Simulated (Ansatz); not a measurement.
Functionals compared on a constructed model of the (100) surface of fcc Ni, ferromagnetic, a pseudomorphic layer of Rh in the host's stacking (bottom of the slab: a bare face, its two planes held), in Ansatz (plane waves, PAW). The structure was relaxed with PBE; the other rows are single points on it. Cutoff 420 eV.

Slab: 7 atoms, 11.0 Å thick at the start; k 15x15x1, smearing 0.1 eV, dipole-corrected; 2 atoms held, the rest relaxed; held to the start's symmetry, so lower structures may exist; spin-polarised, ending with about 4.1 μB a cell; orders that need a larger cell were not tried, no spin-orbit, no U. It is one candidate, not shown to be the stable structure of the face. These notes are the PBE run's. RPBE: The program's check for a lower electronic state was not made.

```csv
functional,work function of the top face (eV),magnetic moment of the cell (μB),rough cost of the single point
PBE,5.18,4.11,–
RPBE,5.00,4.22,around 4 core-minutes (rough)
```

Ansatz is an electronic-structure program.
